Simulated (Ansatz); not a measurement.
Fluorite AuAl2 was calculated with HSE06-D3(BJ) in Ansatz (PAW).

Numerical settings: plane-wave cutoff 460 eV, 8×8×8 k mesh, Fermi–Dirac smearing 0.05 eV, scalar-relativistic PAW data made under PBE.

Energies at three volumes about the minimum:

```tsv
V (Å³/atom)	E − E_lowest (meV/atom)
16.974	4.37
17.309	0.00
17.845	3.96
```

Q: Fit a parabola by hand: where is the minimum, what lattice constant follows, and what is the bulk modulus?

A: Slopes: (0.00 − 4.37)/(17.309 − 16.974) = -13.045 and (3.96 − 0.00)/(17.845 − 17.309) = 7.388 meV/Å³. Curvature E″ = 2 × (7.388 − (-13.045))/(17.845 − 16.974) = 46.918 meV/Å⁶. From the middle of the first interval, the slope vanishes at V0 = 17.1415 − (-13.045)/46.918 = 17.420 Å³/atom. B = V0 E″ = 17.420 × 46.918 meV/Å³ × 0.1602 GPa per meV/Å³ = 131 GPa. With 12 atoms in the cube, a = (12 × 17.420)^(1/3) = 5.935 Å. The full Birch–Murnaghan fit to all volumes gives V0 = 17.409 Å³/atom and B0 = 129 GPa.

Ansatz is a quantum-chemistry and plane-wave program.
